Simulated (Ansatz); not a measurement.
The reference is WC (space group P-6m2, No. 187; a = 2.8985 Å, c = 2.8277 Å).

Structures relaxed with DFT with PBEsol, PAW potentials and a 420 eV plane-wave cutoff in Ansatz (a quantum-chemistry and plane-wave program), no spin-orbit coupling.

Base:

Simulated powder pattern, Co Kα, λ = 1.79026 Å (kinematic, ideal powder, no thermal factors, no anomalous dispersion; the 10 strongest lines at most, above 2 %, up to 2θ = 90°):

| 2θ (°) | I/Imax (%) | hkl |
|---|---|---|
| 36.91 | 43 | (001) |
| 41.78 | 100 | (100) |
| 56.96 | 94 | (101) |
| 76.29 | 22 | (110) |
| 78.56 | 6.8 | (002) |
| 87.90 | 27 | (111) |

Now apply this change: cell and atoms relaxed at a pressure of 4.5 GPa.

Where do the lines fall after the change?


Simulated powder pattern, Co Kα, λ = 1.79026 Å (kinematic, ideal powder, no thermal factors, no anomalous dispersion; the 10 strongest lines at most, above 2 %, up to 2θ = 90°):

```json
[
 {"2θ (°)": "37.02", "d (Å)": "2.819", "I/Imax (%)": "43", "hkl": "(001)"},
 {"2θ (°)": "41.96", "d (Å)": "2.500", "I/Imax (%)": "100", "hkl": "(100)"},
 {"2θ (°)": "57.18", "d (Å)": "1.871", "I/Imax (%)": "94", "hkl": "(101)"},
 {"2θ (°)": "76.64", "d (Å)": "1.444", "I/Imax (%)": "22", "hkl": "(110)"},
 {"2θ (°)": "78.84", "d (Å)": "1.410", "I/Imax (%)": "6.8", "hkl": "(002)"},
 {"2θ (°)": "88.32", "d (Å)": "1.285", "I/Imax (%)": "27", "hkl": "(111)"}
]
```

The indices refer to the base's conventional cell; one index is shown for lines that coincide.

Load acts through the strain it causes; cell and atoms are relaxed under it. Whether these cells are dynamically stable was not tested. All final runs are without spin polarisation.
